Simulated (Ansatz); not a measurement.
The cell is built on a prototype and need not be the phase stable at ambient conditions.

By PBEsol, the system below comes out a metal.

```
InPd
1.0
    3.27646     0.00000     0.00000
    0.00000     4.59719     0.00000
    0.00000     2.29859     2.29859
In Pd
1 1
Direct
  0.50000   0.50000   0.00000
  0.00000   0.00000   0.00000
```

Space group of this cell: P4/mmm. The cell was relaxed by PBE-D3(BJ); by PBEsol its mean pressure is -1.5 GPa.

The current flows along the normal of the first two printed cell vectors. No spin-orbit coupling; the value is a mean over 0.1 eV about the Fermi level.

**Question.** Compute, with Ansatz (a first-principles code) with PBEsol, the ballistic conductance per area.

**Answer.** 0.83 × 10¹⁵ S/m² for both spins.
